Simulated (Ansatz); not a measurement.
## AlB2-type HfB₂: elastic constant C44 by level of theory

No measured value is used here.

```tsv
level (code)	value (GPa)	cell (Å³/atom)
LDA (Ansatz)	288	9.51
PBE (Ansatz)	259	9.96
PBEsol (Ansatz)	276	9.73
r²SCAN (Ansatz)	(withheld)	9.88
```

Q: Complete the blanks.

A: 
- r²SCAN (Ansatz, a program for electronic structure), value (GPa): 270

Density-functional levels without +SOC have no spin–orbit coupling. Each level is taken at its own relaxed cell. Cutoffs differ between the levels. Ansatz's density-functional and Hartree–Fock values are scalar-relativistic unless marked +SOC, with PAW data made under PBE.
